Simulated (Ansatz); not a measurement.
Ansatz (a quantum-chemistry and plane-wave program) run on Mn (P-3m1, 2 atoms in the cell): relaxation of the atoms.

Computed with LDA (PW92), default PAW files made with PBE (plane waves; Ansatz).

The change in words: one atom moved by 0.15 angstrom; relax: default → atoms; relax.f_tol: default → 0.001 eV/Å. Reference geometry:
```
Mn
1.0
    2.49607     0.00000     0.00000
   -1.24803     2.16166     0.00000
    0.00000     0.00000     4.04633
Mn
2
Direct
  0.66667   0.33333   0.75000
  0.33333   0.66667   0.25000
```

Reference input (self-consistent single point, DFT, LDA (PW92), plane waves, default PAW files made with PBE): basis.ecutwfc = 420 eV; kpoints.mp_grid.grid = 15 15 8; hamiltonian.xc = lda; hamiltonian.pseudopotentials = {kind: paw} (the program's default PAW files); scf.occupations.method = gaussian; scf.occupations.width = 0.1 eV. This run's input differs from it in these lines:

```diff
@@ -6,3 +6,3 @@
   atoms:
-    - { symbol: Mn, position_ang: [1.248035, 0.720552, 3.034748] }
+    - { symbol: Mn, position_ang: [1.248035, 0.720552, 3.184750] }
     - { symbol: Mn, position_ang: [-0.000001, 1.441107, 1.011583] }
@@ -17,2 +17,4 @@
   occupations: { method: gaussian, width: 0.1 }
+relax:
+  f_tol: 0.001
 output:
```

The program printed (abridged):

```
   [... SCF lines of the steps left out ...]
relax step   1: F+E_penalty+E_count = -7682.52409745 eV  Δ(F+E_penalty+E_count) = +0.000e0 eV  max|allowed force component| = 3.751e-1 eV/Å  Δτ_max = 0.0000 Å  (7 SCF iters, dr2 threshold 1.00e-7 eV, accepted)
relax step   2: F+E_penalty+E_count = -7682.52844595 eV  Δ(F+E_penalty+E_count) = -4.348e-3 eV  max|allowed force component| = 2.908e-1 eV/Å  Δτ_max = 0.0065 Å  (6 SCF iters, dr2 threshold 8.79e-6 eV, accepted)
relax step   3: F+E_penalty+E_count = -7682.53711423 eV  Δ(F+E_penalty+E_count) = -8.668e-3 eV  max|allowed force component| = 1.178e-2 eV/Å  Δτ_max = 0.0560 Å  (6 SCF iters, dr2 threshold 5.28e-6 eV, accepted)
relax step   4: F+E_penalty+E_count = -7682.53711425 eV  Δ(F+E_penalty+E_count) = -1.988e-8 eV  max|allowed force component| = 1.172e-2 eV/Å  Δτ_max = 0.0000 Å  (6 SCF iters, accepted)
relax step   5: F+E_penalty+E_count = -7682.53740426 eV  Δ(F+E_penalty+E_count) = -2.900e-4 eV  max|allowed force component| = 2.854e-4 eV/Å  Δτ_max = 0.0157 Å  (7 SCF iters, dr2 threshold 8.59e-9 eV, accepted)
relax step   6: F+E_penalty+E_count = -7682.53740426 eV  Δ(F+E_penalty+E_count) = -1.373e-10 eV  max|allowed force component| = 2.979e-4 eV/Å  Δτ_max = 0.0000 Å  (6 SCF iters, accepted)
the relaxation is at rest under the 12 symmetry operations that the run kept from its start: a minimum is not shown …
Stability not checked: this state was not tested for a lower state beside it, because too few of the mixer's solves of this state at the end of the SCF gave a …
Free energy (F): -7682.537404 eV
Internal energy: -7682.524635 eV  (E = F + TS)
E sigma→0 (E₀):  -7682.531019 eV
Entropy (-TS):   -0.012770 eV (-6.385 meV/atom)
Fermi energy:    19.412142 eV
--- Forces (eV/Å), atoms counted from 1 ---
  atom   1  Mn     0.00000000     0.00000000    -0.00029793
   [... lines left out ...]
--- Relaxed structure (6 steps of the walk, 6 accepted, 0 SCFs on fresh bases) ---
  F+E_penalty+E_count = -7682.53740426 eV   max|allowed force component| = 2.979e-4 eV/Å
  atoms:
    - { symbol: Mn, position: [0.6666666666666665, 0.33333333333333337, 0.7755151849695713] }
    - { symbol: Mn, position: [0.33333333333333337, 0.6666666666666667, 0.26155592957839846] }
```

The run converged.  The full log also holds: “iter 5 did not close the SCF: its close was put off for the readings that it lacked (scf_convergence_deferred on its scf_iter line)”. The full log also holds: “iter 4 did not close the SCF: its close was put off for the readings that it lacked (scf_convergence_deferred on its scf_iter line)”.

Summary of the result:
- Free energy E − TS (on the zero of these files): -7682.5374 eV
- Fermi level (on the code's own zero): 19.41 eV
- Pressure: -22.75 GPa
- Relaxation steps: 6

The starting cell comes from a database of computed structures (which also holds hypothetical and non-ambient phases and stackings), without a prior relaxation at this level. Its lattice was rescaled by up to half a per cent. For this run, on top of that: one atom moved by 0.15 angstrom. Spin polarisation is off. The relaxation keeps the symmetry of its start, so its end need not be a minimum. Ansatz's pressure includes its estimate of the finite-basis (Pulay) stress.

Keys are those of Ansatz 0.2.
